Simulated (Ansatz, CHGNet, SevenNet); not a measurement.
## How the equilibrium lattice constant a of HfSiO₄ (I4₁/amd, No. 141, 12 atoms in the cell; start mp-4609) moves with the method

No measured value is used here.

```csv
level (code),value (Å)
CHGNet 0.3.0,6.625
CHGNet-r²SCAN,6.539
SevenNet-l3i5,6.625
r²SCAN (Ansatz),6.582
r²SCAN-D4 (Ansatz),6.569
r²SCAN+rVV10 (Ansatz),6.565
```

Density-functional levels without +SOC have no spin–orbit coupling. CHGNet 0.3.0, CHGNet-r²SCAN, SevenNet-l3i5, r²SCAN, r²SCAN-D4, r²SCAN+rVV10: the relaxation could not lower the start's symmetry, so the cell can be a saddle point above a distorted one. Ansatz's density-functional and Hartree–Fock values are scalar-relativistic unless marked +SOC, with PAW data made under PBE.

Machine-learned potentials (CHGNet 0.3.0, CHGNet-r²SCAN, SevenNet-l3i5) are trained on DFT data: a solid inside that data is no test of them.

A start named mp-… is a Materials Project structure, which need not be a measured phase.

Ansatz is an electronic-structure program.
